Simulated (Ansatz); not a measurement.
Ga2O3: response to strain

Consider Ga2O3 in the corundum structure (space group R-3c, No. 167; a = 4.950 Å, c = 13.306 Å (hexagonal axes)). Axes: x lies along a and z along c of the hexagonal cell.

Strains are applied to the cell and any free atomic positions relax; under biaxial strain the out-of-plane vector relaxes too.

All numbers come from LDA (Ansatz, a quantum-chemistry and plane-wave program), no SOC.

Notes on the quantities. energy relative to the base: free energy F.

```tsv
biaxial strain, plane normal [001], relaxed out of plane (%)	energy relative to the base (meV/atom)
0	0.0
0.75	?
1.5	6.4
2.25	14.1
3	24.8
```

Problem. Fit ΔE = Aε² + Bε³ (ε in %) to the rows shown and predict the withheld row.

Solution. Least squares on the printed values gives A = 2.90 and B = -0.049 meV/atom (largest residual 0.0 meV/atom); this predicts 1.6 meV/atom, and the run gives 1.6 meV/atom, in agreement.

Stability against distortions was not tested.
